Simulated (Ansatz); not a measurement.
## GaP under load (space group I-4m2): band-edge transport data

Data:

```
GaP
1.0
    0.00000     2.76330     2.69351
    2.76330     0.00000     2.69351
    2.76330     2.76330     0.00000
Ga P
1 1
Cartesian
  0.00000   0.00000   0.00000
  1.38165   1.38165   1.34676
```

Method: r2SCAN with spin-orbit coupling, rigid bands (plane waves, PAW; Ansatz, an electronic-structure program). Condition of this run: biaxial stress xx = yy = -2 GPa (compression positive) (the target of the relaxation). Geometry: cell and atoms relaxed with r2SCAN, then loaded as said.

```json
{
 "band_gap": "1.61 eV",
 "electron conductivity mass (300 K, dilute)": "0.25 (x), 0.25 (y), 1.00 (z) mₑ",
 "hole conductivity mass (300 K, dilute)": "0.44 (x), 0.44 (y), 0.31 (z) mₑ",
 "effective density of states N_c (300 K)": "1.1e19 cm⁻³",
 "effective density of states N_v (300 K)": "6.2e18 cm⁻³",
 "density_of_states_mass_electrons": "0.59 mₑ",
 "density_of_states_mass_holes": "0.40 mₑ",
 "Seebeck coefficient, n-type 1e19 cm⁻³, 300 K": "-230 μV/K",
 "Seebeck coefficient, p-type 1e19 cm⁻³, 300 K": "240 μV/K",
 "best p-type power factor at 300 K for τ = 10 fs (best axis; densities from 1e16 to 1e21 cm⁻³ tried, whether or not they can be reached)": "12.2 μW/(cm·K²) at 3e20 cm⁻³"
}
```

Rigid bands; masses and Seebeck coefficients take one relaxation time τ for all states and one kind of carrier; polarons and phonon drag are left out.
